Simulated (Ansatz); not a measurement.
For TiGe (model structure, started from the NiAs type, P6₃/mmc, No. 194, 4 atoms in the cell), PBE (PAW; Ansatz, a program for electronic structure) gives:

```
Item                                    Result
------------------------------  --------------
equilibrium lattice constant a         3.595 Å
lattice parameter c                    6.460 Å
formation enthalpy              -0.422 eV/atom
```

What does PBE-D3(BJ) (Ansatz, plane waves, PAW) give for the same quantities?


- lattice constant a: 3.524 Å (decreases by 2.0 %)
- lattice parameter c: 6.445 Å (shrinks by 0.2 %)
- formation enthalpy: -0.448 eV/atom (moves by -0.026 eV/atom)

Changes are worked out from the printed values.

Unless a cell is named, each level is at its own relaxed cell (PBE 18.07, PBE-D3(BJ) 17.33 Å³/atom).

Ansatz's density-functional and Hartree–Fock values are scalar-relativistic unless marked +SOC, with PAW data made under PBE.

A model structure was made by putting elements into a prototype or built by hand; it is no filed structure, need not be a known phase, and can be a saddle point held by its symmetry.
